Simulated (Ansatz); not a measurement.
The parent structure is ZrB₂ (space group P6/mmm, No. 191; a = 3.171 Å, c = 3.541 Å).

All numbers come from Kohn–Sham DFT with the PBE functional, run in Ansatz (a first-principles code) with PAW and 420 eV plane waves, without spin-orbit coupling.

Base values:

The lattice parameter a is 3.171 Å. The c/a ratio is 1.117.

Modification: a hydrostatic pressure of 0.9 GPa.

Task: Predict the new lattice parameter a and c/a ratio.

Result: The lattice parameter a decreases by 0.0036 Å to 3.168 Å; the c/a ratio hardly moves (1.117 against 1.116).

Load acts through the strain it causes; cell and atoms are relaxed under it. No phonon test of stability was made. The final runs are not spin-polarised.
